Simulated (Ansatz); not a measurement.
# NbAs (model structure, started from the NbAs type, I4₁md, No. 109, 4 atoms in the cell)

Calculation: PBE (Ansatz, a quantum-chemistry and plane-wave program, PAW).

Run with plane-wave cutoff 500 eV, 16×16×16 k mesh, Fermi–Dirac smearing 0.05 eV, no spin polarisation, scalar-relativistic PAW data made under PBE.

Cell (relaxed at this level):

```yaml
crystal:
  lattice:
    - [-1.73681, 1.73681, 5.87426]
    - [1.73681, -1.73681, 5.87426]
    - [1.73681, 1.73681, -5.87426]
  atoms:
    - { symbol: Nb, position: [0.74888, 0.74888, 0.00000] }
    - { symbol: Nb, position: [0.49888, 0.99888, 0.50000] }
    - { symbol: As, position: [0.16712, 0.16712, 0.00000] }
    - { symbol: As, position: [0.91712, 0.41712, 0.50000] }
```

```yaml
band_gap: zero (no gap)
```

Note: the relaxation could raise the start's symmetry but not lower it, so the cell can be a saddle point.

Spin–orbit coupling is not included.

A model structure was made by putting elements into a prototype or built by hand; it is no filed structure, need not be a known phase, and can be a saddle point held by its symmetry.
